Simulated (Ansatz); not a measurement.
Reference: LiZn (Fd-3m), PBEsol, DFPT electron-phonon coupling, linearised Boltzmann equation (plane waves, PAW, scalar-relativistic; Ansatz, a first-principles code); geometry: relaxed with this functional, without spin-orbit coupling.

```cif
data_Li8Zn8
_chemical_formula_sum 'Li8 Zn8'
_space_group_name_H-M_alt 'Fd-3m :1'
_space_group_IT_number 227
_space_group_name_Hall 'F 4d 2 3 -1d'
_cell_length_a 6.05402
_cell_length_b 6.05402
_cell_length_c 6.05402
_cell_angle_alpha 90.000
_cell_angle_beta 90.000
_cell_angle_gamma 90.000
loop_
_atom_site_label
_atom_site_type_symbol
_atom_site_symmetry_multiplicity
_atom_site_Wyckoff_symbol
_atom_site_fract_x
_atom_site_fract_y
_atom_site_fract_z
_atom_site_occupancy
Li1 Li 8 b 0.50000 0.50000 0.50000 1
Zn1 Zn 8 a 0.00000 0.00000 0.00000 1
```
(The calculation used a cell of 4 atoms; values per cell refer to that cell.)

- resistivity at 300 K: 7.2 μΩ·cm
- mean free path at 300 K: 12.2 nm
- electron-phonon coupling λ: 0.41
- logarithmic mean phonon energy: 17.0 meV

Problem. Replace Zn by Cd on the same sites and relax. What happens?

Solution. LiCd (Fd-3m): volume per atom 13.9 to 18.0 Å³; resistivity at 300 K rises (7.2 μΩ·cm to 8.0 μΩ·cm); mean free path at 300 K rises (12.2 nm to 13.0 nm); electron-phonon coupling λ stays about the same (0.41 to 0.39); logarithmic mean phonon energy falls (17.0 meV to 11.4 meV).

Moves up to 5 % count as about the same. Metals; harmonic phonons alone scatter; means over directions. The mean free path is weighted by the current that each state carries. Halving the electron mesh moves these values by up to 3 %; q meshes are mostly untested. Some of the runs warned that the eigensolver left states short of its tolerance. Spin-orbit coupling is left out.

Computed structure with no diffraction record at hand here (it may be known, metastable or hypothetical): LiCd (Fd-3m).
